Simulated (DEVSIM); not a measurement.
Device: illuminated Si n-on-p cell, one wavelength, at 300 K.

```tsv
layer (left to right)	material	thickness (μm)	Nd (cm⁻³)	Na (cm⁻³)	τn (s)	τp (s)	absorption coefficient (cm⁻¹)
1	Si	0.990	1.2e18	-	1.7e-5	7.6e-6	130
2	Si	130	-	1.7e17	7.6e-5	7.6e-5	130
```

Left contact: ohmic, minority hole recombination velocity 9e5 cm/s. Right contact: ohmic, minority electron recombination velocity 1e5 cm/s. Voltage is applied to the left contact. Recombination: SRH at mid-gap, radiative, Auger. Light enters at the left, 5.1e16 photons cm⁻² s⁻¹, one pass, no reflection. Mobility is μmin + (μ − μmin)/(1 + (N/Nref)^α).

This is a model device: material constants are rounded textbook-type values typed into the input, and sizes, dopings and lifetimes were drawn at random. Values at 300 K.

| parameter | Si |
|---|---|
| gap (eV) | 1.124 |
| affinity (eV) | 4.05 |
| permittivity | 11.7 |
| Nc (cm⁻³) | 2.86e19 |
| Nv (cm⁻³) | 3.1e19 |
| μn (cm²/Vs) | 1417 |
| μp (cm²/Vs) | 470 |
| μn,min | 52 |
| μp,min | 45 |
| Nref,n | 9.7e16 |
| Nref,p | 2.2e17 |
| αn | 0.68 |
| αp | 0.72 |
| B (cm³/s) | 4.7e-15 |
| Cn (cm⁶/s) | 2.8e-31 |
| Cp (cm⁶/s) | 9.9e-32 |

Simulated with DEVSIM: 1D drift-diffusion, Boltzmann statistics, complete ionisation; no tunnelling, impact ionisation, image-force lowering or self-heating.

Problem. Give the small-signal capacitance in reverse bias (quasi-static).

Solution. 
```csv
V (V),C (nF/cm²)
0.04,118
0.1,114
0.2,108
0.3,103
0.4,99.2
```
